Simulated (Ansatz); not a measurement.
Relaxation of the outer planes of the (111) surface of fluorite in its 1x1 cell (cut with top plane Ca, bottom plane Ca), relaxed from an ideal cut (the real face may reconstruct), outermost plane spacing 0.80 Å in the ideal cut (one of several cuts of this face), with 1 Ca a cell over the bulk's ratio.

All values below come from PBE (plane waves to 420 eV, PAW; Ansatz, a quantum-chemistry and plane-wave program).

Slab: 13 atoms, Ca5F8, 12.7 Å thick at the start; k 8x8x1, smearing 0.025 eV, dipole-corrected; all atoms relaxed; start symmetry kept, larger cells not searched; no spin (no spin-polarised run to compare, though such a face may carry moments), no spin-orbit, no U. The slab shows no gap on its mesh.

```csv
plane,atoms,bulk spacing to the next (Å),relaxed spacing (Å),change (%),rumpling (Å)
1,Ca,0.795,0.794,-0.1,0.00
2,F,1.591,1.587,-0.2,0.00
```
